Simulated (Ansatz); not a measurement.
The structure below was relaxed with PBEsol in Ansatz (plane waves to 420 eV, PAW, without spin-orbit coupling), at pressure 10 GPa.

```xyz
5
Lattice="5.0259 0.0000 0.0000 0.0000 5.0259 0.0000 0.0000 0.0000 5.0259" Properties=species:S:1:pos:R:3 pbc="T T T"
Ba     2.5129     0.0000     2.5129
Ba     0.0000     2.5129     2.5129
Ba     2.5129     2.5129     0.0000
Pt     0.0000     0.0000     0.0000
C      2.5129     2.5129     2.5129
```

Question: Find the space group and the Wyckoff positions.

Answer: Space group Pm-3m (No. 221); a = b = c = 5.026 Å, α = β = γ = 90.00°

```csv
atom,site,symmetry,x,y,z
Ba,3c,4/mm.m,0.0000,0.5000,0.5000
Pt,1a,m-3m,0.0000,0.0000,0.0000
C,1b,m-3m,0.5000,0.5000,0.5000
```

Question: Describe the coordination.

Answer: The crystal has 5 atoms in its conventional cell. Cell: a = b = c = 5.026 Å, α = β = γ = 90.00°. Ba has 2 C at 2.513 Å and 4 Pt at 3.554 Å (octahedral). Pt has 12 Ba at 3.554 Å (cuboctahedral). C sees 6 Ba at 2.513 Å (octahedral). (Neighbours: up to the widest gap in distance over summed covalent radii, below 1.35, at either atom; cation-cation and far metal-metal contacts left out.)

Load acts through the strain it causes; cell and atoms are relaxed under it. Stability against distortions was not tested. Competing high-pressure phases were not computed. The final runs are not spin-polarised. The cell was made from Ba3PtC in the anti-perovskite structure (space group Pm-3m, No. 221; a hypothetical phase, not in the database extracts checked) by this change: pressure 10 GPa. Ba3PtC has a high density of states at the Fermi level and may be magnetic at this level.

Ansatz is a program for electronic structure.
